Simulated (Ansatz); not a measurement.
## B4C, response to strain

Take B$_{4}$C (space group Cm, No. 8; a cell from a computed database, its experimental status unchecked) as the base.

```
B4C
1.0
    4.37132    -2.78983     0.00000
    4.37132     2.78983     0.00000
   -2.41742     0.00000     4.40832
B C
12 3
Direct
  0.49175   0.49175   0.83835
  0.82386   0.50199   0.48397
  0.50199   0.82386   0.48397
  0.16909   0.49410   0.50545
  0.49410   0.16909   0.50545
  0.30707   0.30707   0.18085
  0.68959   0.68959   0.81192
  0.81184   0.30286   0.69506
  0.30286   0.81184   0.69506
  0.18250   0.69620   0.29880
  0.69620   0.18250   0.29880
  0.00040   0.00040   0.98788
  0.50332   0.50332   0.17565
  0.12562   0.12562   0.88132
  0.87849   0.87849   0.10357
```

Cartesian axes are those of the cell as printed.

Strains are applied to the cell and any free atomic positions relax; under biaxial strain the out-of-plane vector relaxes too; under stress the whole cell relaxes.

The values are results of PBEsol (Ansatz, a first-principles code), scalar-relativistic without spin-orbit coupling, not measurements.

Notes on the quantities. pressure: mean of the normal stresses, compression positive; energy relative to the base: free energy F.

| variant | smallest direct gap | band gap | pressure | energy relative to the base |
|---|---|---|---|---|
| base | 3.01 eV | 2.82 eV | 0.00 GPa | 0 meV/atom |
| biaxial strain +3.84 %, plane normal [001], relaxed out of plane | 3.13 eV | 2.87 eV | -13.42 GPa | +37 meV/atom |
| isotropic strain −5.03 % | 3.00 eV | 2.68 eV | 49.64 GPa | +142 meV/atom |
| uniaxial strain ε_yy = −4.67 % | 2.93 eV | 2.75 eV | 12.83 GPa | +28 meV/atom |
| uniaxial stress, 8 GPa compression along z | 3.10 eV | 2.87 eV | – | +2.7 meV/atom |

Beyond what the load breaks, stability against distortions was not tested.
